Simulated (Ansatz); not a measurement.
A self-consistent single point of MnTcO₃ (R-3, 10 atoms in the cell) with Ansatz (a quantum-chemistry and plane-wave program).

Level of theory: LDA (PW92), default PAW files made with PBE (plane waves; Ansatz).

The change in words: opposed starting moments (4 -4 0 0 0 0 0 0 0 0 μB). Reference geometry:
```xyz
10
Lattice="2.4476 1.4131 4.5168 -2.4476 1.4131 4.5168 0.0000 -2.8262 4.5168" Properties=species:S:1:pos:R:3 pbc="T T T"
Mn     0.0000     0.0000     4.8154
Mn     0.0000     0.0000     8.7351
O     -0.8340    -1.5794     7.8375
O      1.7848     0.0674     7.8375
O     -0.9508     1.5120     7.8375
O      0.8340     1.5794     5.7130
O     -1.7848    -0.0674     5.7130
O      0.9508    -1.5120     5.7130
Tc     0.0000     0.0000     1.9838
Tc     0.0000     0.0000    11.5667
```
Moments meant for the start (each program seeds them in its own way; μB, in the order of the atoms Mn Mn O O O O O O Tc Tc): 4.0 4.0 0.0 0.0 0.0 0.0 0.0 0.0 0.0 0.0.

Reference input (self-consistent single point, DFT, LDA (PW92), plane waves, default PAW files made with PBE): kpoints.mp_grid.grid = 5 5 5; hamiltonian.xc = lda; hamiltonian.pseudopotentials = {kind: paw} (the program's default PAW files); magnetization.spin_polarized = true; scf.occupations.method = fermi_dirac; scf.occupations.width = 0.136 eV. This run's input differs from it in these lines:

```diff
@@ -7,3 +7,3 @@
     - { symbol: Mn, position: [0.355370, 0.355370, 0.355370], spin: 4.0 }
-    - { symbol: Mn, position: [0.644630, 0.644630, 0.644630], spin: 4.0 }
+    - { symbol: Mn, position: [0.644630, 0.644630, 0.644630], spin: -4.0 }
     - { symbol: O, position: [0.221740, 0.562490, 0.950950] }
```

Log, with long lists cut:

```
SCF iter   1: F=—  HF=-21572.004391 eV  |F-HF|=—  |Δ(HF+E_count)|=         —  Δρ=7.90e-2 (↑7.90e-2 ↓7.90e-2)  dr2=2.19e1  dr2_m=1.55e-1  M=0.000 μB ∫|m|=7.462 μB  β_m=0.30  ethr=3.10e-3  ⟨swp⟩=5.3  Hψ=10014  notcnv=0  defer=66
Mixer restart at iter 1: flushing history
all-band conjugate gradients solve this SCF's bands
preconditioner: auto → Kerker (q_TF=auto, 2.739 Å⁻¹)
   [... lines left out ...]
SCF iter  17: F=—  HF=-21572.677507 eV  |F-HF|=—  |Δ(HF+E_count)|=   4.00e-9  Δρ=4.74e-6 (↑4.74e-6 ↓2.73e-6)  dr2=7.17e-8  dr2_m=1.33e-9  M=0.000 μB ∫|m|=7.474 μB  β_m=0.70  ethr=1.20e-10  ⟨swp⟩=1.0  Hψ=2944  notcnv=0  defer=124
SCF iter  18: F=-21572.677507 eV  HF=-21572.677507 eV  |F-HF|=9.42e-8  |Δ(HF+E_count)|=   2.25e-9  Δρ=4.72e-6 (↑4.60e-6 ↓4.72e-6)  dr2=9.90e-8  dr2_m=9.02e-10  M=-0.000 μB ∫|m|=7.474 μB  ethr=7.47e-11  ⟨swp⟩=9.4  Hψ=8460  notcnv=0
SCF 1 converged in 18 iterations: F = -21572.677507 eV  dr2 = 9.90e-8
WARN: an SCF from ferromagnetic starting moments (-4.00, -4.00, 0.00, 0.00, 0.00, 0.00, 0.00, 0.00, 0.00, 0.00 Bohr magnetons, atom by atom) was not made, by …
Magnetization: -0.0000 μB (48.0000 up, 48.0000 down)
   [... lines left out ...]
Absolute magnetization: 7.4943 μB (∫|ρ↑−ρ↓|, with the PAW one-centre terms)
Free energy (F): -21572.677507 eV
Fermi energy:    16.452046 eV
   [... lines left out ...]
  atom  10  Tc     0.00000000    -0.00000014    -3.82514738
--- Stress (GPa, compression-positive) ---
       36.114487      -0.000000       0.000000
        0.000000      36.114487      -0.000000
       -0.000000      -0.000000      28.038598
  P = ⅓ Tr σ = 33.4225 GPa (334.225 kbar)
  The stress holds the Pulay correction. Without it, at fixed plane waves, as pw.x and ABINIT print it: P = 33.3591 GPa
```

The run converged in 18 iterations. Against the reference run the free energy goes up by 4.7 meV/atom, the pressure goes from 34.04 to 33.42 GPa, the largest force goes from 4.441 to 4.489 eV/Å and the size of the net moment goes from 0.58 to 0.00 μB/atom.

The starting cell was generated: these elements placed on a structure prototype, without a prior relaxation; it need not be a known phase or ordering of this composition. Its lattice was rescaled by a random factor within 2.5 % of one. The magnetic order is the one reached from the typed start; others were not searched systematically. The program warned that, by what it read of turns of the moments, another magnetic order lies lower. With a pressure of about 33 GPa the cell is away from its equilibrium volume at this level. Forces in this geometry exceed 1 eV/Å. Ansatz's pressure includes its estimate of the finite-basis (Pulay) stress.

Cost on one core of a shared machine: roughly 2 min.

Keys are those of Ansatz 0.2.
